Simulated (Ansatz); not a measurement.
## A computed series for AlRu: response to strain

Start from AlRu in the CsCl type structure (space group Pm-3m, No. 221; a = 2.983 Å).

Strains are applied to the cell and any free atomic positions relax.

The values are results of plane-wave PAW DFT at the r2SCAN level (Ansatz, a first-principles code, 500 eV), without spin-orbit coupling, not measurements.

| isotropic strain (%) | pressure (GPa) |
|---|---|
| -1.89 | 14.3 |
| -0.97 | 6.9 |
| -0.89 | ? |
| 0 | 0.0 |
| 1.01 | -6.2 |
| 1.33 | -8.0 |

Q: Fit P = P₀ − Bδ + Cδ² with δ = (1 + ε)³ − 1 to the rows shown and predict the withheld row.

A: Least squares on the printed values gives P₀ = 0.0 GPa, B = 222 GPa, C = 623 GPa (largest residual 0.0 GPa); this predicts 6.3 GPa, and the run gives 6.3 GPa, in agreement.

Stability against distortions was not tested. All final runs are without spin polarisation.
